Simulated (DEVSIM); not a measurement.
System: illuminated Si n-on-p cell, one wavelength, at 300 K.

```csv
layer (left to right),material,thickness (μm),Nd (cm⁻³),Na (cm⁻³),τn (s),τp (s),absorption coefficient (cm⁻¹)
1,Si,0.450,4.5e18,-,5.1e-8,9.5e-7,34000
2,Si,33.0,-,6.7e16,1.5e-6,1.5e-6,34000
```

Left contact: ohmic, minority hole recombination velocity 100 cm/s. Right contact: ohmic, minority electron recombination velocity 50 cm/s. Voltage is applied to the left contact. Recombination: SRH at mid-gap, radiative, Auger. Light enters at the left, 1.7e17 photons cm⁻² s⁻¹, one pass, no reflection. Mobility is μmin + (μ − μmin)/(1 + (N/Nref)^α).

This is a model device: material constants are rounded textbook-type values typed into the input, and sizes, dopings and lifetimes were drawn at random. Values at 300 K; Nc and Nv go as T^1.5, mobilities as T to minus their exponent, the gap by Varshni's rule with the affinity fixed.

```
parameter               Si
----------------  --------
gap (eV)             1.124
affinity (eV)         4.05
permittivity          11.7
Nc (cm⁻³)          2.86e19
Nv (cm⁻³)           3.1e19
μn (cm²/Vs)           1417
μp (cm²/Vs)            470
μn,min                  52
μp,min                  45
Nref,n              9.7e16
Nref,p              2.2e17
αn                    0.68
αp                    0.72
T exponent of μn       2.3
T exponent of μp       2.2
B (cm³/s)          4.7e-15
Cn (cm⁶/s)         2.8e-31
Cp (cm⁶/s)         9.9e-32
Varshni α (eV/K)  0.000473
Varshni β (K)          636
```

DEVSIM, 1D drift-diffusion, Boltzmann statistics, complete ionisation; no tunnelling, impact ionisation, image-force lowering or self-heating.

Base results: short-circuit current (mA/cm²) 27.1; dark forward voltage at 100 A/cm² (V) 0.905; largest power (mW/cm²) 14.4; fill factor 0.83.

**Question.** What follows from this one change: doping Nd of layer 1 4.5e+18 → 1.4e+19 cm^-3?

**Answer.** short-circuit current 27.1 → 26.6 mA/cm²; dark forward voltage at 100 A/cm² little changed (0.904 V); largest power 14.4 → 14.1 mW/cm²; fill factor little changed (0.83).

**Question.** What follows from this one change: recombination velocity at the left contact 100 → 10000 cm/s?

**Answer.** short-circuit current 27.1 → 25.0 mA/cm²; dark forward voltage at 100 A/cm² 0.905 → 0.895 V; largest power 14.4 → 13.2 mW/cm²; fill factor little changed (0.83).

**Question.** What follows from this one change: temperature 300 → 350 K?

**Answer.** short-circuit current little changed (27.1 mA/cm²); dark forward voltage at 100 A/cm² 0.905 → 0.843 V; largest power 14.4 → 11.3 mW/cm²; fill factor 0.83 → 0.79.

**Question.** What follows from this one change: photon flux 1.7e+17 → 5.1e+18 cm^-2 s^-1?

**Answer.** short-circuit current 27.1 → 813 mA/cm²; dark forward voltage at 100 A/cm² little changed (0.905 V); largest power 14.4 → 500 mW/cm²; fill factor 0.83 → 0.85.

**Question.** What follows from this one change: Auger recombination switched off?

**Answer.** short-circuit current little changed (27.1 mA/cm²); dark forward voltage at 100 A/cm² 0.905 → 0.910 V; largest power little changed (14.4 mW/cm²); fill factor little changed (0.83).
